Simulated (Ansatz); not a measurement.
# Si wells along [001] in random Si0.5Ge0.5, interfaces graded over 4 layers: gap against width

Computed with PBE, support functions at accuracy medium on the grid of 370 eV (norm-conserving potentials; Ansatz, a first-principles code).

Cells of 3 × 3 cubic cells in the plane at the barrier's lattice parameter, one arrangement of the alloy a row, relaxed from a classical minimum; gaps at the supercell's zone centre. Model cells, support functions, zone centre alone; no spin polarisation, no spin-orbit coupling. All 7 runs at hand. Second arrangements and cells without a resolved gap are not counted.

```
cell        layers L  Kohn-Sham gap (eV)   fit  residual
----------  --------  ------------------  ----  --------
Si357Ge219         8                0.30  0.30      0.00
Si404Ge244         9                0.28  0.28      0.00
Si428Ge220        12                0.23  0.23      0.00
Si490Ge230        13                0.22  0.22      0.00
Si491Ge229        16                0.19  0.20     -0.01
Si566Ge226        20                0.19  0.18      0.01
```

Least squares on these 6 rows with a + b/L^1.5 gives a = 0.1431, b = 3.595; the standard error (residuals over rows less coefficients) is 0.006 eV. It is the least of the forms tried; the others: a + b/L, 0.007 eV; a + b/L^2, 0.006 eV.

Task: One run of the series is withheld: Si614Ge250, layers L 21. What does the fit predict for it, and what does the run give?

Result: The fit gives 0.18 eV; the run gives 0.18 eV. They agree to the digits shown. The row lies beyond the fitted range.
